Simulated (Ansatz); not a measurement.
Data:

```yaml
crystal:
  lattice:
    - [3.97337, 0.00000, 0.00000]
    - [-1.98669, 3.44104, 0.00000]
    - [0.00000, 0.00000, 6.23997]
  atoms:
    - { symbol: La, position: [0.33333, 0.66667, 0.24894] }
    - { symbol: La, position: [0.66667, 0.33333, 0.75106] }
    - { symbol: O, position: [0.00000, 0.00000, 0.00000] }
    - { symbol: O, position: [0.33333, 0.66667, 0.64495] }
    - { symbol: O, position: [0.66667, 0.33333, 0.35505] }
```

No spin polarisation.

The values are results of PBE (Ansatz, a first-principles code), no spin-orbit coupling, not measurements. k-mesh 10×10×6 (Γ-centred); smearing 0.05 eV (Fermi–Dirac).

Predict the space group, band gap and pressure.


* **Space group**: P-3m1 (No. 164)
* **Band gap**: 3.79 eV
* **Pressure (mean of the normal stresses, compression positive)**: -2.81 GPa

The cells carry an imposed strain or load. No phonon test of stability was made. The cell was made from La₂O₃ (space group P-3m1, No. 164) by this change: isotropic strain +0.84 %.
